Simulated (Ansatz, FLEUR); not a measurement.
An Ansatz (an electronic-structure program) input for a self-consistent single point of ZnS (P6_3mc, 4 atoms in the cell) (DFT, PBE, plane waves, default PAW files):

Ansatz 0.2 input:
```yaml
crystal:
  lattice:
    - [3.805800, 0.000000, 0.000000]
    - [-1.902900, 3.295919, 0.000000]
    - [0.000000, 0.000000, 6.237980]
  atoms:
    - { symbol: Zn, position: [0.333333, 0.666667, 0.000140] }
    - { symbol: Zn, position: [0.666667, 0.333333, 0.500140] }
    - { symbol: S, position: [0.333333, 0.666667, 0.374860] }
    - { symbol: S, position: [0.666667, 0.333333, 0.874860] }
basis:
  ecutwfc: 420.0
kpoints:
  mp_grid: { grid: [8, 8, 5] }
hamiltonian:
  xc: pbe
  pseudopotentials: { kind: paw }
scf:
  occupations: { method: fermi_dirac, width: 0.05 }
output:
  forces: true
  eigenvalues: true
  stress: true
```

Question: Translate this input to FLEUR.

Answer: One input that does it (others would too):

Input of the input generator:

```
ZnS
&input film=f /
7.1919191595 0.0000001220 0.0000000000
-3.5959596854 6.2283846331 0.0000000000
0.0000000000 0.0000000000 11.7880737709
1.0
1.0 1.0 1.0

4
30 0.3333333333 0.6666666667 0.0001400000
30 0.6666666667 0.3333333333 0.5001400000
16 0.3333333333 0.6666666667 0.3748600000
16 0.6666666667 0.3333333333 0.8748600000

&comp jspins=1 /
&kpt div1=8 div2=8 div3=5 gamma=t /
&end /
```

```xml
<?xml version="1.0" encoding="UTF-8" standalone="no"?>
<fleurInput fleurInputVersion="0.39">
   <comment>
      ZnS                                                                                                 
   </comment>
   <calculationSetup>
      <cutoffs Kmax="4.0" Gmax="16.0" GmaxXC="16.0" numbands="0"/>
      <scfLoop itmax="80" minDistance="0.00001" maxIterBroyd="15" imix="Anderson" alpha="0.05" precondParam="0.0" spinf="2.0"/>
      <coreElectrons ctail="T" frcor="F" kcrel="0" coretail_lmax="0"/>
      <xcFunctional name="pbe" relativisticCorrections="F"/>
      <magnetism jspins="1"/>
      <soc l_soc="F" theta="0.0" phi="0.0" spav="F"/>
      <expertModes spex="0" secvar="F"/>
      <geometryOptimization l_f="T" forcealpha="1.0" forcemix="BFGS" epsdisp="0.00001" epsforce="0.00001"/>
      <ldaU l_linMix="F" mixParam="0.05" spinf="1.0"/>
   </calculationSetup>
   <cell>
      <bzIntegration valenceElectrons="36.0" mode="hist" fermiSmearingEnergy="0.00183747">
         <kPointListSelection listName="default-1"/>
         <!-- k-points included here -->
         <xi:include xmlns:xi="http://www.w3.org/2001/XInclude" href="kpts.xml"> </xi:include>
      </bzIntegration>
      <!-- symmetry operations included here -->
      <xi:include xmlns:xi="http://www.w3.org/2001/XInclude" href="sym.xml"> </xi:include>
      <bulkLattice scale="1.0">
         <bravaisMatrix>
            <row-1>    7.1919191595000003     0.0000001220000000     0.0000000000000000</row-1>
            <row-2>   -3.5959596854000000     6.2283846331000001     0.0000000000000000</row-2>
            <row-3>    0.0000000000000000     0.0000000000000000    11.7880737709000005</row-3>
         </bravaisMatrix>
      </bulkLattice>
   </cell>
   <atomSpecies>
      <species name="Zinc (Zn)" element="Zn" atomicNumber="30">
         <mtSphere radius="2.49" gridPoints="859" logIncrement="0.014"/>
         <atomicCutoffs lmax="10" lnonsphr="8"/>
         <electronConfig flipSpins="F">
            <coreConfig>(1s1/2) (2s1/2) (2p1/2) (2p3/2) (3s1/2) (3p1/2) (3p3/2)</coreConfig>
            <valenceConfig>(4s1/2) (3d3/2) (3d5/2)</valenceConfig>
         </electronConfig>
         <energyParameters s="4" p="4" d="3" f="4"/>
      </species>
      <species name="Sulfur (S)" element="S" atomicNumber="16">
         <mtSphere radius="1.63" gridPoints="563" logIncrement="0.02"/>
         <atomicCutoffs lmax="6" lnonsphr="4"/>
         <electronConfig flipSpins="F">
            <coreConfig>(1s1/2) (2s1/2) (2p1/2) (2p3/2)</coreConfig>
            <valenceConfig>(3s1/2) (3p1/2) (3p3/2)</valenceConfig>
            <stateOccupation state="(3p1/2)" spinUp="0.6666666666667" spinDown="0.6666666666667"/>
            <stateOccupation state="(3p3/2)" spinUp="1.3333333333333" spinDown="1.3333333333333"/>
         </electronConfig>
         <energyParameters s="3" p="3" d="3" f="4"/>
      </species>
   </atomSpecies>
   <atomGroups>
      <atomGroup species="Zinc (Zn)">
         <relPos label="                   1">1.000/3.000 -1.000/3.000 .0001400000</relPos>
         <relPos label="                   2">-1.000/3.000 1.000/3.000 -.4998600000</relPos>
         <force calculate="T" relaxXYZ="TTT"/>
      </atomGroup>
      <atomGroup species="Sulfur (S)">
         <relPos label="                   3">1.000/3.000 -1.000/3.000 .3748600000</relPos>
         <relPos label="                   4">-1.000/3.000 1.000/3.000 -.1251400000</relPos>
         <force calculate="T" relaxXYZ="TTT"/>
      </atomGroup>
   </atomGroups>
   <output dos="F" band="F" slice="F">
      <checks vchk="F" cdinf="F"/>
      <bandDOS minEnergy="-.5*Htr" maxEnergy="0.5*Htr" sigma="0.015" storeEVData="T"/>
      <vacuumDOS vacdos="F" integ="F" star="F" nstars="0" locx1="0.0" locy1="0.0" locx2="0.0" locy2="0.0" nstm="0" tworkf="0.0"/>
      <unfoldingBand unfoldBand="F" supercellX="1" supercellY="1" supercellZ="1"/>
      <plotting iplot="0" polar="F">
         <plot TwoD="T" vec1="  1.0  0.0  0.0" vec2="  0.0  1.0  0.0" vec3="  0.0  0.0  1.0" zero="  0.0  0.0  0.0" file="plot"/>
      </plotting>
      <chargeDensitySlicing numkpt="0" minEigenval="0.0" maxEigenval="0.0" nnne="0" pallst="F"/>
      <specialOutput eonly="F"/>
      <magneticCircularDichroism mcd="F" energyLo="-10.0" energyUp="0.0"/>
   </output>
  <!-- We include the file relax.xml here to enable relaxations (see documentation) -->
  <xi:include xmlns:xi="http://www.w3.org/2001/XInclude" href="relax.xml"> <xi:fallback/> </xi:include>
</fleurInput>
```

Basis settings and potentials, where a program has them, do not carry over. This input uses DFT, PBE, all-electron FLAPW (FLEUR), scalar-relativistic valence.

The starting cell comes from a database of computed structures (which also holds hypothetical and non-ambient phases and stackings), without a prior relaxation at this level.
